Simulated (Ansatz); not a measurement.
We consider L1₀ (CuAu-type) FePt, described by BLYP in Ansatz (plane waves, PAW).

Settings: plane-wave cutoff 520 eV, 20×20×16 k mesh (along the axes of the cell as run), Fermi–Dirac smearing 0.05 eV, spin-polarised with parallel moments, scalar-relativistic PAW data made under PBE.

Computed points:

```
V (Å³/atom)  E − E_lowest (meV/atom)
-----------  -----------------------
14.196                         13.74
14.491                          3.30
14.787                          0.00
15.083                          3.04
15.379                         11.66
```

Problem. What bulk modulus B0 and pressure derivative B′ does a third-order Birch–Murnaghan fit give?

Solution. V0 = 14.787 Å³/atom, B0 = 171 GPa, B′ = 5.1 (fit to the energies at full precision).

Shape and atoms are relaxed at each volume.

Measured, for comparison: bulk modulus 208 GPa (room temperature, not corrected to a static lattice; as tabulated in First-principles calculations on Fe-Pt nanoclusters of various morphologies). Computed (rounded) less measured: bulk modulus -18 %.

Note: the bulk modulus comes from volumes at which shape and atoms were relaxed.

Spin–orbit coupling is not included.

Computed values are for the static lattice.

Cost on a shared machine: around 20 core-minutes (rough).

Ansatz is a program for electronic structure.
